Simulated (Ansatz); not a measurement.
Defect migration in wurtzite CdSe: interstitial Li, charge state +1. Level of theory: PBE, PAW (plane waves to 420 eV; Ansatz, an electronic-structure program).

Settings: 72 host sites, the relaxed PBE lattice, one k-point at (0.125, 0.250, 0.250), smearing 0.01 eV, spin-restricted, no image-charge correction. Static, classical nuclei. The charge state is imposed; whether it is stable for some Fermi level was not computed. Sites that were not tried may lie lower.

Barriers: single points on a 2×2×2 k-point mesh shifted by half a step along c at the bands' geometries.

The step: one Li atom jumps by itself; the atom moves 3.57 Å along (0.00, -0.02, 0.50) of the unit cell; the moving atom starts with neighbours Cd at 3.17, 2 Cd at 3.20, Cd at 3.21, Cd at 3.23, Cd at 3.27; Se at 2.59, Se at 2.60, Se at 2.63 Å and ends with Cd at 3.19, 2 Cd at 3.20, Cd at 3.22, Cd at 3.23, Cd at 3.26; Se at 2.60, Se at 2.61, Se at 2.63 Å.

Task: What migration barrier of this step does PBE, PAW give?

Result: 0.22 eV, the same both ways. At the saddle the moving atom has neighbours 2 Cd at 2.80, Cd at 2.80; 2 Se at 2.57, Se at 2.59 Å. The saddle point's order was not checked, and it lies on a symmetry element of the cell, where a band can be held.
